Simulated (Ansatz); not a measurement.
ZrTiO4 (model structure, started from the TaAlO4 type, Pbcn, No. 60, 24 atoms in the cell), treated with PBEsol (Ansatz, a first-principles code, PAW).

Numerical settings: plane-wave cutoff 520 eV, 8×4×8 k mesh (along the axes of the cell as run), Fermi–Dirac smearing 0.01 eV, no spin polarisation, scalar-relativistic PAW data made under PBE.

Cell (relaxed with PBEsol):

```cif
data_O16Ti4Zr4
_chemical_formula_sum 'Zr4 Ti4 O16'
_space_group_name_H-M_alt 'P 1'
_space_group_IT_number 1
_cell_length_a 4.69906
_cell_length_b 11.77856
_cell_length_c 4.92662
_cell_angle_alpha 90.000
_cell_angle_beta 90.000
_cell_angle_gamma 90.000
loop_
_space_group_symop_operation_xyz
  'x, y, z'
loop_
_atom_site_label
_atom_site_type_symbol
_atom_site_fract_x
_atom_site_fract_y
_atom_site_fract_z
_atom_site_occupancy
Zr1 Zr 0.50000 0.33351 0.75000 1
Zr2 Zr 0.50000 0.66649 0.25000 1
Zr3 Zr 0.00000 0.16649 0.25000 1
Zr4 Zr 0.00000 0.83351 0.75000 1
Ti1 Ti 0.50000 0.07224 0.75000 1
Ti2 Ti 0.50000 0.92776 0.25000 1
Ti3 Ti 0.00000 0.42776 0.25000 1
Ti4 Ti 0.00000 0.57224 0.75000 1
O1 O 0.73043 0.05256 0.42777 1
O2 O 0.26957 0.94744 0.57223 1
O3 O 0.76957 0.44744 0.92777 1
O4 O 0.23043 0.55256 0.07223 1
O5 O 0.23043 0.44744 0.57223 1
O6 O 0.76957 0.55256 0.42777 1
O7 O 0.26957 0.05256 0.07223 1
O8 O 0.73043 0.94744 0.92777 1
O9 O 0.78012 0.68787 0.91546 1
O10 O 0.21988 0.31213 0.08454 1
O11 O 0.71988 0.81213 0.41546 1
O12 O 0.28012 0.18787 0.58454 1
O13 O 0.28012 0.81213 0.08454 1
O14 O 0.71988 0.18787 0.91546 1
O15 O 0.21988 0.68787 0.58454 1
O16 O 0.78012 0.31213 0.41546 1
```

What does this level give for the band gap, smallest direct gap on the k points sampled and direct gap at Γ?


* **band gap**: 3.14 eV
* **smallest direct gap on the k points sampled**: 3.23 eV
* **direct gap at Γ**: 3.24 eV

Note: the relaxation could raise the start's symmetry but not lower it, so the cell can be a saddle point.

Spin–orbit coupling is not included.

Computed values are for the static lattice.

Cost on a shared machine: about 6 core-minutes (a rough figure).

A model structure was made by putting elements into a prototype or built by hand; it is no filed structure, need not be a known phase, and can be a saddle point held by its symmetry.
